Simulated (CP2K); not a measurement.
A self-consistent single point of AgCl (Fm-3m, 2 atoms in the cell) with CP2K

Level of theory: CP2K 2026.2 with PBE, GPW, DZVP-MOLOPT-SR-GTH basis, GTH-PBE potentials (GTH_POTENTIALS).

This input was run:

```
&GLOBAL
  PROJECT scf
  RUN_TYPE ENERGY_FORCE
  PRINT_LEVEL LOW
&END GLOBAL
&FORCE_EVAL
  METHOD Quickstep
  STRESS_TENSOR ANALYTICAL
  &DFT
    BASIS_SET_FILE_NAME BASIS_MOLOPT
    POTENTIAL_FILE_NAME GTH_POTENTIALS
    &QS
      METHOD GPW
      EPS_DEFAULT 1E-10
    &END QS
    &MGRID
      CUTOFF 500
      REL_CUTOFF 50
      NGRIDS 5
    &END MGRID
    &SCF
      SCF_GUESS ATOMIC
      EPS_SCF 1E-7
      MAX_SCF 100
      ADDED_MOS 4
      &DIAGONALIZATION
        ALGORITHM STANDARD
      &END DIAGONALIZATION
      &MIXING
        METHOD BROYDEN_MIXING
        ALPHA 0.2
        NBUFFER 12
        BETA 1.5
      &END MIXING
      &SMEAR ON
        METHOD FERMI_DIRAC
        ELECTRONIC_TEMPERATURE [K] 232.09
      &END SMEAR
    &END SCF
    &KPOINTS
      SCHEME MONKHORST-PACK 4 4 4
      GAMMA_CENTERED T
    &END KPOINTS
    &XC
      &XC_FUNCTIONAL PBE
      &END XC_FUNCTIONAL
    &END XC
    &PRINT
      &MO
        EIGENVALUES T
        OCCUPATION_NUMBERS T
        NDIGITS 8
        FILENAME mo
        &EACH
          QS_SCF 0
        &END EACH
        ADD_LAST NUMERIC
      &END MO
      &MULLIKEN OFF
      &END MULLIKEN
    &END PRINT
  &END DFT
  &SUBSYS
    &CELL
      ABC 3.90482000 3.90482059 3.90482083
      ALPHA_BETA_GAMMA 60.00000049 60.00000705 60.00000501
      PERIODIC XYZ
    &END CELL
    &COORD
      SCALED
      Ag       0.00000000     0.00000000     0.00000000
      Cl       0.50000000     0.50000000     0.50000000
    &END COORD
    &KIND Ag
      BASIS_SET DZVP-MOLOPT-SR-GTH
      POTENTIAL GTH-PBE-q11
    &END KIND
    &KIND Cl
      BASIS_SET DZVP-MOLOPT-SR-GTH
      POTENTIAL GTH-PBE-q7
    &END KIND
  &END SUBSYS
  &PRINT
    &FORCES ON
    &END FORCES
    &STRESS_TENSOR ON
    &END STRESS_TENSOR
  &END PRINT
&END FORCE_EVAL
```

Log, with long lists cut:

```
 GLOBAL| Method name                                                        CP2K
 GLOBAL| Project name                                                        scf
 GLOBAL| Run type                                                   ENERGY_FORCE

 TOTAL NUMBERS AND MAXIMUM NUMBERS

  Total number of            - Atomic kinds:                                   2
                             - Atoms:                                          2
                             - Shell sets:                                     2
                             - Shells:                                        12
                             - Primitive Cartesian functions:                  9
                             - Cartesian basis functions:                     44
                             - Spherical basis functions:                     38

  Maximum angular momentum of- Orbital basis functions:                        3
                             - Local part of the GTH pseudopotential:          0
                             - Non-local part of the GTH pseudopotential:      4

 SCF PARAMETERS         Density guess:                                    ATOMIC
                        max_scf:                                             100
                        max_diis:                                              4
                        eps_scf:                                        1.00E-07
                        eps_diis:                                       1.00E-01
                        eps_eigval:                                     1.00E-05
                        level_shift [a.u.]:                             0.000000
                        added MOs                                         4    0
                        Mixing method:                            BROYDEN_MIXING
                                                charge density mixing in g-space
                        Smear method:                                FERMI_DIRAC
                        Electronic temperature [K]:                        232.1
                        Electronic temperature [a.u.]:                  7.35E-04
                        Accuracy threshold:                             1.00E-10
                        No outer SCF

 Extrapolation method: initial_guess

 Number of electrons:                                                         18
 Number of occupied orbitals:                                                  9
 Number of molecular orbitals:                                                13

 Number of orbital functions:                                                 38
 Number of independent orbital functions:                                     38

 SCF WAVEFUNCTION OPTIMIZATION

  Step     Update method      Time    Convergence         Total energy    Change
     1 NoMix/Diag. 0.20E+00      -     2.08692107       -52.0652006412 -5.21E+01
     2 Broy./Diag. 0.20E+00      -     0.01886737       -51.8779302781  1.87E-01
     3 Broy./Diag. 0.20E+00      -     0.08802162       -51.9450237940 -6.71E-02
     4 Broy./Diag. 0.20E+00      -     0.00689058       -52.0163704480 -7.13E-02
     5 Broy./Diag. 0.20E+00      -     0.00583667       -52.0423138802 -2.59E-02
     6 Broy./Diag. 0.20E+00      -     0.00228635       -52.0452141601 -2.90E-03
     7 Broy./Diag. 0.20E+00      -     0.00179395       -52.0327919411  1.24E-02
   [... 4 lines left out ...]
    12 Broy./Diag. 0.20E+00      -     0.00000326       -52.0285902614 -3.63E-05
    13 Broy./Diag. 0.20E+00      -     0.00000374       -52.0286039958 -1.37E-05
    14 Broy./Diag. 0.20E+00      -     0.00000017       -52.0286090989 -5.10E-06
    15 Broy./Diag. 0.20E+00      -     0.00000030       -52.0286071761  1.92E-06
    16 Broy./Diag. 0.20E+00      -     0.00000001       -52.0286073903 -2.14E-07

  *** SCF run converged in    16 steps ***

  Electronic density on regular grids:        -17.9999999987        0.0000000013
  Core density on regular grids:               17.9999999978       -0.0000000022
  Total charge density on r-space grids:       -0.0000000008
  Total charge density g-space grids:          -0.0000000008

  Overlap energy of the core charge distribution:               0.00000000000953
  Self energy of the core charge distribution:                -93.59704815638217
  Core Hamiltonian energy:                                     28.33436701397421
  Hartree energy:                                              22.00042087599352
  Exchange-correlation energy:                                 -8.76634712388728
  Electronic entropic energy:                                  -0.00000000000095
  Fermi energy:                                                 0.15729295088961

  Total energy:                                               -52.02860739029317
  Total energy (extrapolated to T->0):                        -52.02860739029269

 ENERGY| Total FORCE_EVAL ( QS ) energy [hartree]            -52.028607493622637

 FORCES| Atomic forces [hartree/bohr]
 FORCES|   Atom     x               y               z               |f|
 FORCES|      1  6.80884401E-15  1.20127667E-15  4.38271274E-15   8.18606092E-15
 FORCES|      2  9.60426717E-16  1.63238667E-15 -1.04044545E-14   1.05754328E-14
 FORCES| Sum     7.76927072E-15  2.83366334E-15 -6.02174178E-15
 FORCES| Total atomic force                                       1.02299848E-14

 STRESS| Analytical stress tensor [bar]
 STRESS|                        x                   y                   z
 STRESS|      x        3.17954152303E+04   1.48222223189E+00   1.04811376411E+00
 STRESS|      y        1.48222223189E+00   3.17937918861E+04   7.06429926685E-01
 STRESS|      z        1.04811376411E+00   7.06429926685E-01   3.17955111175E+04
 STRESS| 1/3 Trace                                             3.17949060780E+04
```

The run converged in 16 iterations.

The starting cell has typed, rounded lattice constants, without a prior relaxation at this level. Its lattice was rescaled by up to half a per cent. Values carry the incompleteness of an atom-centred basis. With a pressure of about 3 GPa the cell is away from its equilibrium volume at this level.

Cost on one core of a shared machine: roughly 30 s.
